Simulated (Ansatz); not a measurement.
What uniaxial strain ε_zz = −2.50 % does to CdTe

Take CdTe in the zinc blende structure (space group F-43m, No. 216; a = 6.4086 Å) as the base. Axes: x, y, z lie along the cube axes.

It is then changed as follows: uniaxial strain ε_zz = −2.50 %, all other strain components held at zero; the atoms relax in the strained cell.

Calculations: plane-wave PAW DFT at the LDA level (Ansatz, an electronic-structure program, 420 eV), spin-orbit coupling left out. Settings: 9×9×9 k-points, 0.05 eV Fermi–Dirac smearing.

```csv
quantity,base,changed,shift
volume per atom,32.90 Å³,32.08 Å³,-0.82 Å³
shortest interatomic distance,2.775 Å,2.752 Å,-0.023 Å
energy relative to the base (free energy F),0 meV/atom,+3.8 meV/atom,+3.8 meV/atom
"pressure (mean of the normal stresses, compression positive)",0.00 GPa,1.23 GPa,+1.23 GPa
band gap,0.61 eV,0.63 eV,+0.02 eV
gap character,direct at Γ,direct at Γ,–
electron mass,0.050 mₑ (at Γ),"0.052 mₑ along z, 0.056 mₑ across (at Γ)",–
hole mass,–,"0.053 mₑ along z, 0.45 mₑ across (at Γ)",–
"valence-band top at Γ (three highest levels, from the VBM)","0.00, 0.00, 0.00 eV","0.00, -0.08, -0.08 eV",–
"valley order (the lowest conduction-band minima on the path, energy above the VBM, named in the base's zone)",Γ 0.61 eV; L along ⟨111⟩ 1.68 eV,Γ 0.63 eV; L along [1-11] 1.64 eV,–
"stress (xx, yy, zz, yz, xz, xy; compression positive)",–,"(1.09, 1.09, 1.51, 0.00, 0.00, 0.00) GPa",–
```

Final structure:

```yaml
crystal:
  lattice:
    - [0.00000, 3.20432, 3.12421]
    - [3.20432, 0.00000, 3.12421]
    - [3.20432, 3.20432, 0.00000]
  atoms:
    - { symbol: Cd, position: [0.00000, 0.00000, 0.00000] }
    - { symbol: Te, position: [0.25000, 0.25000, 0.25000] }
```

Spin-orbit coupling, missing from the scalar runs, can matter with Te. Masses are band curvatures over ±0.01 Å⁻¹ around the edge. Stability against distortions was not tested. k-point labels follow each cell's own Brillouin zone.
